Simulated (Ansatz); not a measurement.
CaS (model structure, F-43m, No. 216, 2 atoms in the cell), treated with PBEsol (PAW; Ansatz, a first-principles code).

Settings: plane-wave cutoff 520 eV, 10×10×10 k mesh, Fermi–Dirac smearing 0.01 eV, scalar-relativistic PAW data made under PBE.

Cell (relaxed at this level):

```xyz
2
Lattice="0.0000 3.1143 3.1143 3.1143 0.0000 3.1143 3.1143 3.1143 0.0000" Properties=species:S:1:pos:R:3 pbc="T T T"
Ca     0.0000     0.0000     0.0000
S      1.5571     1.5571     1.5571
```

What does this level give for the band gap, smallest direct gap on the k points sampled and direct gap at Γ?


- band gap = 3.59 eV (indirect)
- smallest direct gap on the k points sampled = 3.73 eV
- direct gap at Γ = 3.75 eV

Note: the relaxation could raise the start's symmetry but not lower it, so the cell can be a saddle point.

The computed numbers hold no vibrational or temperature effects.

A model structure was made by putting elements into a prototype or built by hand; it is no filed structure, need not be a known phase, and can be a saddle point held by its symmetry.
